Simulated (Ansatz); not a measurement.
Ansatz (a quantum-chemistry and plane-wave program) run on Al₂Au (Fm-3m, 3 atoms in the cell): self-consistent single point.

Method: PBE (plane waves, PAW; Ansatz).

The change in words: lattice scaled by 0.98. Reference geometry:
```
Al2Au
1.0
    0.00000     3.04317     3.04317
    3.04317     0.00000     3.04317
    3.04317     3.04317     0.00000
Al Au
2 1
Direct
  0.25000   0.25000   0.25000
  0.75000   0.75000   0.75000
  0.00000   0.00000   0.00000
```

Reference input (self-consistent single point, DFT, PBE, plane waves, default PAW files): basis.ecutwfc = 420 eV; kpoints.mp_grid.grid = 9 9 9; hamiltonian.xc = pbe; hamiltonian.pseudopotentials = {kind: paw} (the program's default PAW files); scf.occupations.method = fermi_dirac; scf.occupations.width = 0.1 eV. This run's input differs from it in these lines:

```diff
@@ -3,5 +3,5 @@
   lattice:
-    - [0.00000000, 3.04316700, 3.04316700]
-    - [3.04316700, 0.00000000, 3.04316700]
-    - [3.04316700, 3.04316700, 0.00000000]
+    - [0.00000000, 2.98230400, 2.98230400]
+    - [2.98230400, 0.00000000, 2.98230400]
+    - [2.98230400, 2.98230400, 0.00000000]
   atoms:
```

Output (repeated stretches shortened):

```
SCF iter   1: F=—  HF=-14225.605248 eV  |F-HF|=—  |Δ(HF+E_count)|=         —  Δρ=2.09e-3  dr2=1.92e-3  ethr=1.77e-3  ⟨swp⟩=5.3  Hψ=3007  notcnv=0
all-band conjugate gradients solve this SCF's bands
preconditioner: auto → Kerker (q_TF=auto, 2.407 Å⁻¹)
SCF iter   2: F=—  HF=-14225.605809 eV  |F-HF|=—  |Δ(HF+E_count)|=   5.61e-4  Δρ=1.13e-3  dr2=6.72e-4  ethr=7.70e-6  ⟨swp⟩=2.1  Hψ=1116  notcnv=0
SCF iter   3: F=—  HF=-14225.606163 eV  |F-HF|=—  |Δ(HF+E_count)|=   3.54e-4  Δρ=5.18e-4  dr2=1.84e-4  ethr=2.69e-6  ⟨swp⟩=1.7  Hψ=630  notcnv=0
SCF iter   4: F=—  HF=-14225.606273 eV  |F-HF|=—  |Δ(HF+E_count)|=   1.10e-4  Δρ=1.23e-4  dr2=1.38e-5  ethr=7.38e-7  ⟨swp⟩=2.0  Hψ=830  notcnv=0
SCF iter   5: F=—  HF=-14225.606241 eV  |F-HF|=—  |Δ(HF+E_count)|=   3.20e-5  Δρ=4.19e-5  dr2=1.76e-6  ethr=5.54e-8  ⟨swp⟩=2.0  Hψ=850  notcnv=0
SCF iter   6: F=-14225.606241 eV  HF=-14225.606241 eV  |F-HF|=7.99e-9  |Δ(HF+E_count)|=   4.43e-7  Δρ=7.48e-6  dr2=2.35e-8  ethr=4.00e-10  ⟨swp⟩=3.7  Hψ=2623  notcnv=0
SCF 1 converged in 6 iterations: F = -14225.606241 eV  dr2 = 2.35e-8
Free energy (F): -14225.606241 eV
Internal energy: -14225.573158 eV  (E = F + TS)
E sigma→0 (E₀):  -14225.589699 eV
Entropy (-TS):   -0.033084 eV (-11.028 meV/atom)
Fermi energy:    11.549987 eV
--- Forces (eV/Å), atoms counted from 1 ---
  atom   1  Al     0.00000000     0.00000000    -0.00000000
   [... zero for the other atoms too ...]
--- Stress (GPa, compression-positive) ---
        5.678895       0.000000       0.000000
       -0.000000       5.678895      -0.000000
        0.000000      -0.000000       5.678895
  P = ⅓ Tr σ = 5.6789 GPa (56.789 kbar)
  The stress holds the Pulay correction. Without it, at fixed plane waves, as pw.x and ABINIT print it: P = 5.6242 GPa
```

The run converged in 6 iterations. Against the reference run the free energy rises by 13.8 meV/atom and the pressure goes from -1.27 to 5.68 GPa.

The starting cell comes from a database of computed structures (which also holds hypothetical and non-ambient phases and stackings), without a prior relaxation at this level. Its lattice was rescaled by a random factor within 2.5 % of one. For this run, on top of that: lattice scaled by 0.98. With a pressure of about 6 GPa the cell is away from its equilibrium volume at this level. Ansatz's pressure includes its estimate of the finite-basis (Pulay) stress.

Keys are those of Ansatz 0.2.
